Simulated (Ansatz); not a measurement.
CdI2, response to strain

Start from CdI2 in the CdI2 type structure (space group P-3m1, No. 164; a = 4.2422 Å, c = 6.8225 Å; layered, stacked along the Cartesian z axis). Axes: x lies along a and z along c of the hexagonal cell.

Strains are applied to the cell and any free atomic positions relax.

Method: PBE-D3(BJ) (Ansatz, a first-principles code), without spin-orbit coupling.

Candidates:
(a) uniaxial strain ε_zz = +0.50 %
(b) uniaxial strain ε_zz = −1.00 %
(c) uniaxial strain ε_zz = +3.00 %
(d) uniaxial strain ε_zz = −0.50 %

Base values:

| Quantity | Value |
|---|---|
| Smallest direct gap | 2.57 eV |

Problem. Order them by smallest direct gap, lowest first.

Solution. (b) uniaxial strain ε_zz = −1.00 % (2.53 eV), (d) uniaxial strain ε_zz = −0.50 % (2.55 eV), (c) uniaxial strain ε_zz = +3.00 % (2.57 eV), (a) uniaxial strain ε_zz = +0.50 % (2.59 eV)

With I present, leaving out spin-orbit coupling can change the band edges. Stability against distortions was not tested.
